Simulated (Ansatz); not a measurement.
## MoTe2 under a change: Mo → Ru

The parent structure is MoTe2 in the 2H-MoS2 type structure (space group P6_3/mmc, No. 194; a = 3.434 Å, c = 13.331 Å; layered, stacked along the Cartesian z axis).

The change: every Mo is replaced by Ru, then cell and atoms are relaxed.

All numbers come from PBEsol-D3(BJ) in Ansatz (plane waves to 420 eV, PAW, no spin-orbit coupling), earlier PAW set. k-mesh 15×15×4 (Γ-centred); smearing 0.05 eV (Fermi–Dirac), for the changed cell.

```
quantity                                     base             changed        shift
-----------------------------  ------------------  ------------------  -----------
volume per atom                          22.69 Å³            22.54 Å³     -0.15 Å³
density                                8.57 g/cm³          8.75 g/cm³  +0.18 g/cm³
lattice parameter a                       3.434 Å             3.586 Å     +0.152 Å
c/a ratio                                   3.882               3.386       -0.496
space group                    P6_3/mmc (No. 194)  P6_3/mmc (No. 194)            –
shortest interatomic distance             2.688 Å             2.628 Å     -0.060 Å
band gap                                  0.33 eV                zero            –
```

Final structure:

```yaml
crystal:
  lattice:
    - [3.58625, 0.00000, 0.00000]
    - [-1.79312, 3.10578, 0.00000]
    - [0.00000, 0.00000, 12.14315]
  atoms:
    - { symbol: Ru, position: [0.33333, 0.66667, 0.75000] }
    - { symbol: Ru, position: [0.66667, 0.33333, 0.25000] }
    - { symbol: Te, position: [0.33333, 0.66667, 0.11670] }
    - { symbol: Te, position: [0.66667, 0.33333, 0.61670] }
    - { symbol: Te, position: [0.66667, 0.33333, 0.88330] }
    - { symbol: Te, position: [0.33333, 0.66667, 0.38330] }
```

With Te present, leaving out spin-orbit coupling can change the band edges. Whether these cells are dynamically stable was not tested. As relaxed here, RuTe2 is a hypothetical phase, not in the database extracts checked. The final runs are not spin-polarised. RuTe2 has a high density of states at the Fermi level and may be magnetic at this level. The D3 term's C6 switches between coordination references near this geometry, which can add small steps to energies.

Ansatz is an electronic-structure program.
